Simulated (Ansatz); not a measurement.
The starting structures come from a database of crystals and need not be the phases stable at ambient conditions.

 Where the default PAW files enter, the runs use the earlier of Ansatz's two default sets.

Here is the system:

```xyz
5
Lattice="5.6965 0.0000 0.0000 -2.8483 4.9333 0.0000 2.8483 1.6444 2.3356" Properties=species:S:1:pos:R:3 pbc="T T T"
Ba     2.8483     4.9333     0.0010
Ti     5.6965     3.2889     1.2612
O      5.6965     1.6748     2.2366
O      1.3978     4.0959     2.2366
O      4.2987     4.0959     2.2366
```

Space group of this cell: R3m. The cell is taken as given; by r2SCAN its mean pressure is -1.8 GPa.

These are r2SCAN (plane waves, PAW; Ansatz, an electronic-structure program) values and carry that method's errors.

The current runs along the normal of the first two printed vectors; no spin-orbit coupling. Scaled by the factor s: the length along the current (ions clamped). The meshes follow the cell: 14×14×14 and 6×6 across at s = 0.97, 12×12×12 and 6×6 across at s = 1.00, 12×12×12 and 6×6 across at s = 1.03.

| s | mean pressure (GPa) | band gap (eV) |
|---|---|---|
| 0.97 | 3.5 | ? |
| 1.00 | -1.8 | 2.76 |
| 1.03 | -6.1 | 2.66 |

**Question.** Take the slope of the band gap against ln s from the two given rows, extrapolate to s = 0.97, and say what the run there gives.

**Answer.** Slope = (2.66 − 2.76) / ln 1.03 = -3.38 eV. The line gives 2.76 + (-3.38) × ln 0.97 = 2.86 eV. The run gives 2.81 eV, 0.05 eV under the line, 51 % of the predicted step.
